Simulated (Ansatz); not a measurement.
Reference: ScCo3C (Pm-3m), PBEsol, DFPT electron-phonon coupling, linearised Boltzmann equation (plane waves, PAW, scalar-relativistic; Ansatz, a quantum-chemistry and plane-wave program); geometry: relaxed with this functional, without spin-orbit coupling.

```
Co3ScC
1.0
    3.75946     0.00000     0.00000
    0.00000     3.75946     0.00000
    0.00000     0.00000     3.75946
Sc Co C
1 3 1
Direct
  0.00000   0.00000   0.00000
  0.00000   0.50000   0.50000
  0.50000   0.00000   0.50000
  0.50000   0.50000   0.00000
  0.50000   0.50000   0.50000
```

The resistivity at 300 K is 57 μΩ·cm.

**Question.** Replace Sc by Al on the same sites and relax. What happens?

**Answer.** Co3AlC (Pm-3m): volume per atom 10.6 to 10.0 Å³; resistivity at 300 K falls (57 μΩ·cm to 43 μΩ·cm).

**Question.** Replace Co by Ru on the same sites and relax. What happens?

**Answer.** ScRu₃C (Pm-3m): volume per atom 10.6 to 13.1 Å³; resistivity at 300 K falls (57 μΩ·cm to 17.7 μΩ·cm).

Moves up to 16 % count as about the same. Metals; harmonic phonons alone scatter; means over directions. Halving the electron mesh moves these values by up to 11 %; q meshes are mostly untested. Spin-orbit coupling is left out.

Computed structure with no diffraction record at hand here (it may be known, metastable or hypothetical): Co3AlC (Pm-3m), ScCo3C (Pm-3m), ScRu3C (Pm-3m). Treated as nonmagnetic (a ferromagnetic start lost its moment, other orders weren't tried): Co3AlC (Pm-3m), ScCo3C (Pm-3m).
